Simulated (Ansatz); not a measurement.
## How the cohesive energy of MoP (P-6m2, No. 187, 2 atoms in the cell; start mp-219) moves with the method

No measured value is used here.

```
level (code)         value (eV/atom)  cell (Å³/atom)
-------------------  ---------------  --------------
LDA (Ansatz)                    7.04           13.92
PBE (Ansatz)                    5.58           14.53
PBEsol (Ansatz)                 6.28           14.13
PBE-D3(BJ) (Ansatz)             6.21           14.07
```

Free atoms are spin-polarised, in the lowest state found; at levels without +SOC their spin–orbit coupling is left out.  LDA, PBE, PBEsol, PBE-D3(BJ): the relaxation could not lower the start's symmetry, so the cell can be a saddle point above a distorted one. Each level is taken at its own relaxed cell. Ansatz's density-functional and Hartree–Fock values are scalar-relativistic unless marked +SOC, with PAW data made under PBE.

A start named mp-… is a Materials Project structure, which need not be a measured phase.

Ansatz is a quantum-chemistry and plane-wave program.
